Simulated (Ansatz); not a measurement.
Output of an Ansatz run (abridged):

```
WARN ansatz: RAYON_NUM_THREADS=1 ignored (pool sized by the plan → 1); use --threads N
Pseudopotentials: kind: paw
Pseudopotential: Cu, paw, valence charge 19
Pseudopotential: Y, paw, valence charge 11
Crystal: 8 atoms, lattice volume = 106.843 Å³
Basis set: ecut = 420 eV, 2103 PW (Γ), exchange–correlation on 64×64×64 points (8 copies of the dense FFT grid, shifted against one another)
Bands: 82, of which v1, the nominal top of the filled ones, is band 68 counted from 1 (67 counted from 0)
Symmetry: 48 space group operations
Space group: Pm-3n (ITA 223), of the structure as read, at distance tolerance 4.7e-5 Å
k-points: 10 of 125
Initial density: superposition of atomic densities (neutral atoms: chi_scale 0, normalization atom), corrected by the library's trained network
Initial wavefunctions: pseudopotential atomic-orbital guess
Eigensolver: davidson
Functional: x = pbe(κ = 0.804, μ = 0.2195149727645171), c = pbe(β = 0.06672455060314922)
SCF iter   1: F=—  HF=-47447.559652 eV  |F-HF|=—  |Δ(HF+E_count)|=         —  Δρ=6.65e-3  dr2=3.10e-2  ethr=1.77e-3  ⟨swp⟩=5.6  Hψ=2492  notcnv=0  defer=12
all-band conjugate gradients solve this SCF's bands
preconditioner: auto → Resta (q_TF=auto, 2.840 Å⁻¹)
SCF iter   2: F=—  HF=-47447.558534 eV  |F-HF|=—  |Δ(HF+E_count)|=   1.12e-3  Δρ=1.92e-3  dr2=3.17e-3  ethr=2.28e-5  ⟨swp⟩=2.0  Hψ=1455  notcnv=0  defer=32
SCF iter   3: F=—  HF=-47447.557674 eV  |F-HF|=—  |Δ(HF+E_count)|=   8.60e-4  Δρ=1.45e-3  dr2=1.96e-3  ethr=2.33e-6  ⟨swp⟩=2.1  Hψ=1152  notcnv=0  defer=32
SCF iter   4: F=—  HF=-47447.557275 eV  |F-HF|=—  |Δ(HF+E_count)|=   4.00e-4  Δρ=2.79e-4  dr2=6.88e-5  ethr=1.44e-6  ⟨swp⟩=2.0  Hψ=1073  notcnv=0  defer=32
SCF iter   5: F=—  HF=-47447.557227 eV  |F-HF|=—  |Δ(HF+E_count)|=   4.73e-5  Δρ=6.69e-5  dr2=4.18e-6  ethr=5.06e-8  ⟨swp⟩=2.0  Hψ=1128  notcnv=0  defer=32
SCF iter   6: F=—  HF=-47447.557228 eV  |F-HF|=—  |Δ(HF+E_count)|=   5.08e-7  Δρ=1.14e-5  dr2=9.17e-8  ethr=7.35e-11  ⟨swp⟩=8.4  Hψ=3824  notcnv=0
SCF iter   7: F=-47447.557228 eV  HF=-47447.557228 eV  |F-HF|=6.77e-10  |Δ(HF+E_count)|=   2.53e-8  Δρ=4.59e-6  dr2=1.12e-8  ethr=6.74e-11  ⟨swp⟩=4.0  Hψ=2834  notcnv=0
SCF 1 converged in 7 iterations: F = -47447.557228 eV  dr2 = 1.12e-8
SCF converged after 7 iterations
Free energy (F): -47447.557228 eV
Harris-Foulkes:  -47447.557228 eV  (|F-HF|=6.77e-10)
Internal energy: -47447.554686 eV  (E = F + TS)
E sigma→0 (E₀):  -47447.555957 eV
Entropy (-TS):   -0.002541 eV (-0.318 meV/atom)
Fermi energy:    17.959344 eV
--- Per-component energies (eV) ---
  E_band       = -2199.790135
  E_kinetic    = 2441.557596
  E_local      = -27150.680916  (includes V_loc(G=0)·N_el)
  E_nonlocal   = 2428.486417
  E_hartree    = 11996.279123
  E_xc         = -897.724262
  E_vxc        = -1110.090917  (∫ρ·V_xc dr)
  E_paw        = -15619.489438  (= ΣΔE_a)
  E_vpaw       = -2801.621405  (= ΣTr[D̂ρ^β])
  E_aug_tail   = 0.001475  (compensation charges beyond the density's cutoff)
  E_ewald      = -20645.984682
  E_smearing   = -0.002541  (= −TS)
  E_closure    = -0.000000  (closes the sum)
  Σ components = -47447.557228   (vs F -47447.557228, Δ=0.00e0)
--- Forces (eV/Å), atoms counted from 1 ---
  atom   1  Cu     0.00000000    -0.00000000     0.00000000
   [... zero for the other atoms too ...]
  max |Σ_I F_I| component: 1.02e-16 eV/Å
--- Stress (GPa, compression-positive) ---
       28.507384       0.000000       0.000000
        0.000000      28.507384       0.000000
        0.000000       0.000000      28.507384
  P = ⅓ Tr σ = 28.5074 GPa (285.074 kbar)
  The stress holds the Pulay correction. Without it, at fixed plane waves, as pw.x and ABINIT print it: P = 28.4341 GPa
--- Band table (eV; the first three rows and the last of 10) ---
  k-point 0: bands = ["-95.7311", "-95.7292", "-95.7292", "-95.7170", "-95.7170", "-95.7170", "-53.1616", "-53.1616", "-53.1556", "-53.1057", "-53.1057", "-53.1057", "-53.0909", "-53.0909", "-53.0909", "-53.0882", "-53.0882", "-53.0882", "-53.0840", [...]
  k-point 1: bands = ["-95.7307", "-95.7293", "-95.7282", "-95.7182", "-95.7169", "-95.7169", "-53.1613", "-53.1587", "-53.1466", "-53.1052", "-53.1052", "-53.1042", "-53.0922", "-53.0918", "-53.0918", "-53.0878", "-53.0871", "-53.0871", "-53.0845", [...]
  k-point 2: bands = ["-95.7301", "-95.7297", "-95.7252", "-95.7214", "-95.7169", "-95.7169", "-53.1605", "-53.1593", "-53.1148", "-53.1045", "-53.1045", "-53.1003", "-53.0958", "-53.0924", "-53.0924", "-53.0870", "-53.0870", "-53.0867", "-53.0854", [...]
  k-point 9: bands = ["-95.7256", "-95.7252", "-95.7252", "-95.7215", "-95.7215", "-95.7213", "-53.1161", "-53.1161", "-53.1150", "-53.1009", "-53.1005", "-53.0958", "-53.0958", "-53.0919", "-53.0907", "-53.0905", "-53.0905", "-53.0876", "-53.0876", [...]
```

The structure:

```
CELL_PARAMETERS angstrom
      4.74513     0.00000     0.00000
      0.00000     4.74513     0.00000
      0.00000     0.00000     4.74513
ATOMIC_POSITIONS crystal
  Cu 0.25000 0.00000 0.50000
  Cu 0.75000 0.00000 0.50000
  Cu 0.00000 0.50000 0.25000
  Cu 0.00000 0.50000 0.75000
  Cu 0.50000 0.25000 0.00000
  Cu 0.50000 0.75000 0.00000
  Y  0.00000 0.00000 0.00000
  Y  0.50000 0.50000 0.50000
```

Q: Write an input that gives this output.

A: Other spellings and defaults could give the same log, and not every line can be read from it. The input that was run (DFT, PBE, plane waves, default PAW files):

Ansatz 0.2 input:
```yaml
# YCu3
crystal:
  lattice:
    - [4.74513100, 0.00000000, 0.00000000]
    - [0.00000000, 4.74513100, 0.00000000]
    - [0.00000000, 0.00000000, 4.74513100]
  atoms:
    - { symbol: Cu, position: [0.25000000, 0.00000000, 0.50000000] }
    - { symbol: Cu, position: [0.75000000, 0.00000000, 0.50000000] }
    - { symbol: Cu, position: [0.00000000, 0.50000000, 0.25000000] }
    - { symbol: Cu, position: [0.00000000, 0.50000000, 0.75000000] }
    - { symbol: Cu, position: [0.50000000, 0.25000000, 0.00000000] }
    - { symbol: Cu, position: [0.50000000, 0.75000000, 0.00000000] }
    - { symbol: Y, position: [0.00000000, 0.00000000, 0.00000000] }
    - { symbol: Y, position: [0.50000000, 0.50000000, 0.50000000] }
basis:
  ecutwfc: 420.0
kpoints:
  mp_grid: { grid: [5, 5, 5] }
hamiltonian:
  xc: pbe
  pseudopotentials: { kind: paw }
scf:
  occupations: { method: fermi_dirac, width: 0.05 }
output:
  forces: true
  eigenvalues: true
  stress: true
```

The starting cell was generated: these elements placed on a structure prototype, without a prior relaxation; it need not be a known phase or ordering of this composition. Its lattice was rescaled by a random factor within 2.5 % of one. With a pressure of about 29 GPa the cell is away from its equilibrium volume at this level. Ansatz's pressure includes its estimate of the finite-basis (Pulay) stress.

Ansatz is a quantum-chemistry and plane-wave program.
